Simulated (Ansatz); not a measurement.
Reference: AgCl (Fm-3m), PBEsol, rigid bands (plane waves, PAW, scalar-relativistic; Ansatz, a quantum-chemistry and plane-wave program); axes and stresses refer to this cell.

```xyz
2
Lattice="0.0000 2.7237 2.7237 2.7237 0.0000 2.7237 2.7237 2.7237 0.0000" Properties=species:S:1:pos:R:3 pbc="T T T"
Ag     0.0000     0.0000     0.0000
Cl     2.7237     2.7237     2.7237
```

The Seebeck coefficient, n-type 1e19 cm⁻³ is -140 μV/K, the band gap is 0.73 eV and the electron conductivity mass comes out as 0.26 mₑ.

Change: spin-orbit coupling switched on. What happens to Seebeck coefficient, n-type 1e19 cm⁻³, band gap, electron conductivity mass?

Seebeck coefficient, n-type 1e19 cm⁻³ moves little, to -140 μV/K; band gap shrinks to 0.68 eV; electron conductivity mass moves little, to 0.26 mₑ.

Masses are for dilute carriers at 300 K, harmonic means over directions unless an axis is named. Seebeck coefficients are for the stated density at 300 K, with one relaxation time for all states and whether or not that doping can be reached. Spin-orbit coupling is left out unless a row names it.
